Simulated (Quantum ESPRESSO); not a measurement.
**Several settings converged on Se (C2, 3 atoms in the cell)**

```
CELL_PARAMETERS angstrom
      2.19156    -3.79589     0.00000
      2.19156     3.79589     0.00000
      0.00000     0.00000     4.96485
ATOMIC_POSITIONS crystal
  Se 0.00000 0.22500 0.66667
  Se 0.78641 0.78641 0.00000
  Se 0.22500 0.00000 0.33333
```

Base method: LDA (PZ), GBRV 1.5 ultrasoft (LDA) pseudopotentials (plane waves; Quantum ESPRESSO).

Base settings: ecutwfc = 40 Ry; ecutrho = 200 Ry; occupations = smearing; smearing = fd; degauss = 0.000734986 Ry; potentials = {Se: se_lda_v1.uspp.F.UPF}; K_POINTS = automatic 3 3 2 0 0 0; conv_thr = 1e-09 Ry; mixing_beta = 0.3.

The count of work is k-points × plane waves × bands × iterations; it is no time. Core times come from one kind of shared machine, to one figure; runs under 30 s give none.

**The cutoff for other potential files**

Level: DFT, LDA (PZ), plane waves, PSlibrary ultrasoft (LDA) pseudopotentials.

In this ladder: pseudopotentials = {Se: Se.pz-n-rrkjus_psl.1.0.0.UPF}. Moved along: ecutrho.

The second cell is the first with its lattice scaled by 0.98.

The mesh stays at the base's, so the ladder's end is converged at best in this setting alone.

Only quantities that move along the ladder and can be compared are tabulated; the gap is left out on so coarse a mesh.

| ecutwfc | free energy less the last step's (meV/atom) | energy of the compressed cell less the first (meV/atom) | pressure (GPa) | largest difference of a force vector from the last step's (eV/Å) | count of work / last |
|---|---|---|---|---|---|
| 13.5 Ry | 130.57 | 24.57 | -1.76 | 0.080 | 0.097 |
| 16.5 Ry | 51.02 | 21.91 | -0.66 | 0.084 | 0.15 |
| 21 Ry | 17.42 | 20.32 | -0.18 | 0.033 | 0.21 |
| 26 Ry | 8.13 | 19.27 | -0.06 | 0.012 | 0.26 |
| 30 Ry | 5.45 | 19.00 | -0.08 | 0.005 | 0.35 |
| 36 Ry | 2.52 | 18.76 | -0.09 | 0.002 | 0.47 |
| 45 Ry | 0.52 | 18.70 | -0.05 | 0.000 | 0.65 |
| 60 Ry | 0.00 | 18.70 | -0.05 | 0.000 | 1.0 |

Coarsest ecutwfc that holds the forces within 0.02 eV/Å of the last step, with all finer ones: 26 Ry, at 0.26 of the last step's count of work; the step before is off by 0.033 eV/Å.

Coarsest ecutwfc that holds the pressure within 1 GPa of the last step, with all finer ones: 16.5 Ry, at 0.15 of the last step's count of work; the step before is off by 1.7 GPa.

Coarsest ecutwfc that holds the free energy within 2 meV/atom of the last step, with all finer ones: 45 Ry; the step before is off by 2.5 meV/atom.

The energy difference between the two cells stays within 1 meV/atom of the last step's from 26 Ry on, the total only from 45 Ry on: much of the error is common to both cells and cancels.

At the lowest cutoff the pressure lies 1.7 GPa under the last step's, the usual sign of Pulay stress in an incomplete plane-wave basis.

**The relaxed cell against the cutoff**

On Se (P3_121, 3 atoms in the cell): atoms on their sites.

In this ladder: calculation = vc-relax; tprnfor = default; tstress = default. Moved along: ecutrho.

The mesh stays at the base's, so the ladder's end is converged at best in this setting alone.

Only quantities that move along the ladder and can be compared are tabulated; the gap is left out on so coarse a mesh.

| ecutwfc | relaxed volume (Å³/atom) | relaxation steps | core time / last (rough) |
|---|---|---|---|
| 20 Ry | 23.612 | 12 | – |
| 24 Ry | 23.859 | 13 | 0.1 |
| 28 Ry | 23.902 | 13 | 0.2 |
| 34 Ry | 23.883 | 14 | 0.2 |
| 40 Ry | 23.908 | 14 | 0.2 |
| 48 Ry | 23.913 | 14 | 0.3 |
| 60 Ry | 23.911 | 14 | 0.7 |
| 80 Ry | 23.915 | 14 | 1 |

Coarsest ecutwfc that holds the relaxed volume within 0.048 Å³/atom of the last step, with all finer ones: 28 Ry, at about 0.2 of the last step's time; the step before is off by 0.057 Å³/atom.

At the lowest cutoff the cell relaxes to a volume 1.3 % smaller than at the highest.

On the base run: the starting cell has typed, rounded lattice constants, without a prior relaxation at this level. Its lattice was rescaled by up to half a per cent. One atom was moved a little off its site on purpose.
